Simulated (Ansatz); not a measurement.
## BeS: energy against volume

BeS (zinc blende, F-43m, 14.492 Å³/atom and stress up to 0.01 GPa in the relaxed cell, cube axes along x, y and z) under hydrostatic pressure, with the cell free. PBE in Ansatz, a plane-wave DFT program (PAW, default set), 420 eV, 12×12×12 Γ-centred mesh, Fermi-Dirac smearing 0.05 eV; ions are relaxed, or left where forces stay under 0.02 eV/Å, within the symmetry of each cell.

Here V stands for volume and E for E less E0.

```csv
volume (Å³/atom),E less E0 (meV/atom),pressure (GPa)
14.8193,2.07,-1.99
14.6505,0.50,-0.99
14.4921,0.00,0.00
14.3541,0.39,0.90
14.1801,2.01,2.11
13.8613,8.54,4.50
13.3405,?,?
```

Taking the third-order Birch-Murnaghan form, a cubic in V^(-2/3) for E over the 6 complete rows: With u = V^(-2/3) - 0.1691, the rows have u = -0.0033520, -0.0020813, -0.0008665, 0.0002100, 0.0015923, 0.0041995. Least squares gives E = 0.251 + 574.8·u + 333259·u² - 33694·u³. Residuals (row less fit): 0.000, 0.001, -0.003, 0.004, -0.001, 0.000; standard error 0.004 (degrees of freedom: 2). Its minimum lies at u = -0.0008623, so V0 = (0.1682377)^(-3/2) = 14.49. There d²E/du² = 666700 and d³E/du³ = -202200, so B0 = (4/9) × 14.49^(-7/3) × 666700 × 0.160218 = 92.7 GPa (the last factor turns the table's units into GPa), and B0' = 4 + (2/3) × 0.1682377 × (-202200)/666700 = 4.0. B0' rests on the cubic coefficient alone and has a standard error of 0.1 from these residuals.

Problem. Predict the withheld E at V = 13.3405 from the fit, and compare with the calculation.

Solution. u = 0.0086810, so E = 0.251 + 574.8 × 0.0086810 + 333259 × 0.0086810² - 33694 × 0.0086810³ = 30.333 meV/atom. The calculation gives 30.25 meV/atom, 0.083 meV/atom below the prediction (0.3 % of the range of E in the table). The row lies outside the fitted rows, so this is an extrapolation. The scatter of the fitted rows lies at the last printed digit.

Other structures, which can take over under pressure, weren't tried. The same form fitted to the pressure column gives B0' = 3.8; series where the two differ by over 0.4 aren't shown. Rows are the converged runs of the series near zero and its far end, less any whose ions stayed unrelaxed beside relaxed ones; series whose fitted rows scatter by over a few per cent of the range, as at a crossing or softening among them, aren't shown in this form.
